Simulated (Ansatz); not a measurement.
L1₀ (CuAu-type) TiAl was calculated with PBE-D3(BJ) (Ansatz, a program for electronic structure, plane waves, PAW).

Settings: plane-wave cutoff 520 eV, 20×20×14 k mesh (along the axes of the cell as run), Fermi–Dirac smearing 0.05 eV, no spin polarisation, scalar-relativistic PAW data made under PBE.

Cell (relaxed at this level):

```
CELL_PARAMETERS angstrom
      2.78246     0.00000     0.00000
      0.00000     2.78246     0.00000
      0.00000     0.00000     4.01393
ATOMIC_POSITIONS crystal
  Ti 0.00000 0.00000 0.00000
  Al 0.50000 0.50000 0.50000
```

**Question.** Predict the bulk modulus and pressure derivative B′ of the bulk modulus.

**Answer.** 
- bulk modulus: 123 GPa
- pressure derivative B′ of the bulk modulus: 3.9

The run finds no gap.

Note: the bulk modulus comes from volumes at which shape and atoms were relaxed.

Static lattice: no zero-point or thermal effects.

The result took about 4 core-minutes (a rough figure).
